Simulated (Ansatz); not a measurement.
The reference is Cs in the bcc (W type) structure (space group Im-3m, No. 229; a = 6.161 Å; relaxed with 0.1 eV smearing).

The values are results of PBE (Ansatz, a first-principles code, PAW, spin-orbit coupling left out), not measurements.

For the base:

```
Item       Result
--------  -------
Pressure  0.0 GPa
```

Now apply this change: every lattice vector is shortened by 2.50 %; the atoms relax in the strained cell.

Q: What does the calculation give for the pressure and energy relative to the base after the change?

A: The pressure goes from zero to 0.2 GPa; the energy goes up by 4.1 meV/atom.

Whether these cells are dynamically stable was not tested. All final runs are without spin polarisation.
